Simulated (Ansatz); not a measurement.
Take ZrO2 in the fluorite structure (space group Fm-3m, No. 225; a = 5.089 Å) as the base.

Computed with DFT with r2SCAN, PAW potentials and a 500 eV plane-wave cutoff in Ansatz (a quantum-chemistry and plane-wave program), spin-orbit coupling left out.

Carriers are added at fixed cell with a uniform background; the Fermi–Dirac width is that of 300 K.

One change was made to it. Results:

```json
[
 {"quantity": "gap between the host's bands", "base": "3.89 eV", "after": "4.15 eV"},
 {"quantity": "Fermi level relative to the doped band's edge (positive inside the band; to 0.05 eV)", "base": "–", "after": "+0.40 eV"},
 {"quantity": "gap character", "base": "indirect, X → Γ", "after": "indirect, X → Γ"}
]
```

What was done to the base?
A) holes 2.0×10^22 cm⁻³
B) electrons 5.0×10^21 cm⁻³
C) holes 3.0×10^21 cm⁻³
D) holes 7.0×10^21 cm⁻³
E) electrons 3.0×10^21 cm⁻³

D, holes 7.0×10^21 cm⁻³. For comparison, the gap between the host's bands in the other runs: holes 3.0×10^21 cm⁻³ gives 4.00 eV; electrons 5.0×10^21 cm⁻³ gives 3.98 eV; holes 2.0×10^22 cm⁻³ gives 4.62 eV; electrons 3.0×10^21 cm⁻³ gives 3.94 eV.

Charged cell with a jellium background: band edges are those of the host's band count, energies are not comparable with the neutral cell, and many-body gap narrowing is missing. Whether these cells are dynamically stable was not tested. This is not the structure that ZrO2 has at room temperature and ambient pressure.
